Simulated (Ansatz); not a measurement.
# Effect of isotropic strain +1.00 % on Y

The parent structure is Y in the hcp (Mg type) structure (space group P6_3/mmc, No. 194; a = 3.6523 Å, c = 5.7029 Å; relaxed with 0.1 eV smearing).

Perturbation: an isotropic linear strain of +1.00 %; the atoms relax in the strained cell.

All numbers come from plane-wave PAW DFT at the PBE level (Ansatz, a first-principles code, 420 eV), scalar-relativistic without spin-orbit coupling. Γ-centred 18×18×10 mesh, Fermi–Dirac width 0.1 eV.

The volume per atom rises by 1.00 Å³ (32.94 Å³ → 33.94 Å³) and the space group remains P6_3/mmc (No. 194). The shortest interatomic distance goes up by 0.0355 Å to 3.582 Å and the energy increases by 3.6 meV/atom. The pressure (mean of the normal stresses, compression positive) goes from zero to -1.1 GPa and the band gap remains zero.

Cost of the whole job for the changed cell (relaxation, final SCF and bands): roughly 9 core-seconds.

Whether these cells are dynamically stable was not tested. All final runs are without spin polarisation.
